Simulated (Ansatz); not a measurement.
**Fermi-surface data of CoSi2 (Fm-3m)**

Consider the following.

```
CELL_PARAMETERS angstrom
      0.00000     2.65614     2.65614
      2.65614     0.00000     2.65614
      2.65614     2.65614     0.00000
ATOMIC_POSITIONS crystal
  Co 0.00000 0.00000 0.00000
  Si 0.75000 0.75000 0.75000
  Si 0.25000 0.25000 0.25000
```

The numbers are results of PBEsol, rigid bands (plane waves, PAW, scalar-relativistic; Ansatz, an electronic-structure program), not measurements. How the cell was made: cell and atoms relaxed with PBEsol.

- density of states at the Fermi level: 1.01 states/(eV·cell), both spins
- bare Sommerfeld coefficient: 0.80 mJ/(mol of atoms·K²)
- Drude plasma energy: 6.5 eV
- root-mean-square Fermi velocity: 7.7e5 m/s
- resistivity times τ: 11.7 ×10⁻²² Ω·m·s

A metal at this level (no band gap); rigid bands, thermally averaged at 300 K, both spins. Spin-orbit coupling is left out. τ is one relaxation time for all states.

Treated as nonmagnetic (a ferromagnetic start lost its moment, other orders weren't tried): CoSi2 (Fm-3m).
